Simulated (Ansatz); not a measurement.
Start from C in the diamond structure (space group Fd-3m, No. 227).

```
C
1.0
    0.00000     1.77690     1.77690
    1.77690     0.00000     1.77690
    1.77690     1.77690     0.00000
C
2
Direct
  0.00000   0.00000   0.00000
  0.25000   0.25000   0.25000
```

Cartesian axes are those of the cell as printed.

Computed with PBEsol, PAW, 420 eV (Ansatz, an electronic-structure program; no spin-orbit coupling).

Base values:

```
Quantity                            Result
---------------------  -------------------
Smallest direct gap                5.57 eV
Valence-band top at Γ  0.00, 0.00, 0.00 eV
Band gap                           4.03 eV
```

One thing is altered: biaxial strain −1.25 %, plane normal [111], relaxed out of plane (Cartesian); in-plane vectors clamped, the third vector and the atoms free.

Problem. Predict the new smallest direct gap, valence-band top at Γ and band gap.

Solution. The smallest direct gap decreases by 0.23 eV to 5.34 eV; the valence-band top at Γ (three highest levels, from the VBM) becomes 0.00, 0.00, -0.07 eV (base: 0.00, 0.00, 0.00 eV); the band gap increases by 0.02 eV (4.03 eV → 4.05 eV).

Stability against distortions was not tested.
